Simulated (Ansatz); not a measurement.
The starting structures come from a database of crystals and need not be the phases stable at ambient conditions.

Inside the gap of an insulator the Bloch states are evanescent, with a wavenumber k + iκ along the transport direction.

Consider the following.

```
CELL_PARAMETERS angstrom
      3.53436     0.00000     0.00000
      0.00000     4.84469     0.00000
      0.00816     0.00000     5.62795
ATOMIC_POSITIONS crystal
  Cd 0.25224 0.24547 0.73337
  Cd 0.74776 0.74547 0.26663
  H  0.25030 0.31583 0.27240
  H  0.74970 0.81583 0.72760
  O  0.75184 0.97845 0.61969
  O  0.24816 0.47845 0.38031
  F  0.75113 0.52025 0.89420
  F  0.24887 0.02025 0.10580
```

Space group of this cell: P2_1. The cell is taken as given; by r2SCAN its mean pressure is -4.9 GPa.

Transport runs along the normal of the first two printed cell vectors.

The gap is the functional's own. No spin-orbit coupling. Mid-gap values are interpolated on the energy grid.

Problem. Estimate the band gap and the smallest decay constant κ at mid-gap that r2SCAN in Ansatz (a first-principles code) returns for this system.

Solution. Gap 2.39 eV on a 8×6×6 mesh; κ = 0.318 1/Å, at the zone centre.
